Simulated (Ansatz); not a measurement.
# Ag, response to strain

Consider Ag in the fcc (Cu type) structure (space group Fm-3m, No. 225; a = 4.104 Å; relaxed with 0.1 eV smearing). Axes: x, y, z lie along the cube axes.

Strains are applied to the cell and any free atomic positions relax.

Method: DFT with r2SCAN, PAW potentials and a 500 eV plane-wave cutoff in Ansatz (a quantum-chemistry and plane-wave program), spin-orbit coupling left out.

Notes on the quantities. pressure: mean of the normal stresses, compression positive; energy relative to the base: free energy F.

```csv
change,pressure,volume per atom,energy relative to the base
base,0.0 GPa,17.28 Å³,0 meV/atom
uniaxial strain ε_zz = +0.50 %,-0.5 GPa,17.37 Å³,+0.2 meV/atom
uniaxial strain ε_zz = +1.00 %,-1.0 GPa,17.46 Å³,+0.7 meV/atom
uniaxial strain ε_zz = +1.50 %,-1.5 GPa,17.54 Å³,+1.5 meV/atom
uniaxial strain ε_zz = +2.00 %,___,17.63 Å³,+2.6 meV/atom
uniaxial strain ε_zz = +2.50 %,___,17.72 Å³,+4.0 meV/atom
uniaxial strain ε_zz = +3.00 %,-2.8 GPa,17.80 Å³,+5.7 meV/atom
```

**Question.** What belongs in the blanks?

**Answer.** 
- uniaxial strain ε_zz = +2.00 %, pressure: -1.9 GPa
- uniaxial strain ε_zz = +2.50 %, pressure: -2.3 GPa

Whether these cells are dynamically stable was not tested.
